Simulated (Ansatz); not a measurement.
Consider Na in the bcc (W type) structure (space group Im-3m, No. 229; a = 4.1965 Å).

Level of theory: PBE (Ansatz, a program for electronic structure), no spin-orbit coupling.

Before the change:

The lattice parameter a comes out as 4.197 Å.

Modification: K takes the place of Na on all its sites; the structure is relaxed again.

Tabulated Pauling electronegativity and covalent radius: Na 0.93, 1.66 Å; K 0.82, 2.03 Å.

Task: Predict the new lattice parameter a.

Result: The lattice parameter a grows by 1.0869 Å (4.197 Å → 5.283 Å).

Stability against distortions was not tested.
